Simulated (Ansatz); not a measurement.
Consider ZrS₂ in the CdI2 type structure (space group P-3m1, No. 164; a = 3.578 Å, c = 5.540 Å; layered, stacked along the Cartesian z axis).

Now apply this change: full substitution S → O, then cell and atoms are relaxed.

Levels (all Ansatz, an electronic-structure program, PAW): PBEsol-D3(BJ) (420 eV, spin-orbit coupling left out); r2SCAN (500 eV, scalar-relativistic without spin-orbit coupling); HSE06 (420 eV, without spin-orbit coupling).

One geometry, relaxed with PBEsol-D3(BJ), under each level:

```csv
level,band gap,lowest conduction level above the VBM at special points,electron mass
PBEsol-D3(BJ),3.92 eV,K 3.92 eV; M 4.20 eV; A 4.40 eV; Γ 4.51 eV,"0.98 mₑ along c, 0.93 mₑ across (at K)"
r2SCAN,[?],[?],[?]
HSE06,5.58 eV,K 5.58 eV; M 5.82 eV; A 6.08 eV; Γ 6.20 eV,–
```

Problem. Give the withheld r2SCAN results.

Solution. 
- r2SCAN, band gap: 4.46 eV
- r2SCAN, lowest conduction level above the VBM at special points: K 4.46 eV; M 4.72 eV; A 4.96 eV; Γ 5.07 eV
- r2SCAN, electron mass: 1.00 mₑ (at K)

Single points use the geometry relaxed with PBEsol-D3(BJ). HSE06 was sampled on its mesh, a few special points and the semilocal edge points, so its gap is an upper bound. Masses are band curvatures over ±0.01 Å⁻¹ around the edge. Stability against distortions was not tested. As relaxed here, ZrO2 is a hypothetical phase, not in the database extracts checked.
